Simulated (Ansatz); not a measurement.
## ZnS under a change: tensor shear ε_xy = +1.14 %

Consider ZnS in the zinc blende structure (space group F-43m, No. 216; a = 5.357 Å). Axes: x, y, z lie along the cube axes.

One thing is altered: tensor shear ε_xy = +1.14 % (engineering shear γ = 0.0228), atoms relaxed at fixed cell.

Level of theory: PBEsol/PAW in Ansatz (a program for electronic structure), without spin-orbit coupling. Settings: 11×11×11 k-points, 0.05 eV Fermi–Dirac smearing.

Volume per atom: 19.21 Å³ (base 19.21 Å³)
Space group: Imm2 (No. 44) (base F-43m (No. 216))
Shortest interatomic distance: 2.315 Å (base 2.319 Å)
Energy relative to the base (free energy F): +1.5 meV/atom
Pressure (mean of the normal stresses, compression positive): -0.01 GPa (base -0.01 GPa)
Band gap: 2.01 eV (base 2.09 eV)
Gap character: direct at Γ (base direct at Γ)
Valence-band top at Γ (three highest levels, from the VBM): 0.00, -0.07, -0.13 eV (base 0.00, 0.00, 0.00 eV)
Valley order (the lowest conduction-band minima on the path, energy above the VBM, named in the base's zone): Γ 2.01 eV; X along [001] 3.06 eV; L along [1-11] 3.08 eV; X along [010] 3.11 eV (base Γ 2.09 eV; X along ⟨100⟩ 3.17 eV; L along ⟨111⟩ 3.24 eV)
Largest internal atomic displacement: 0.011 Å
Stress (xx, yy, zz, yz, xz, xy; compression positive): (0.00, 0.00, -0.01, 0.00, 0.00, -1.11) GPa

The cells carry an imposed strain or load. Stability against distortions was not tested. Labels are those of the standard path for the cell's own space group.
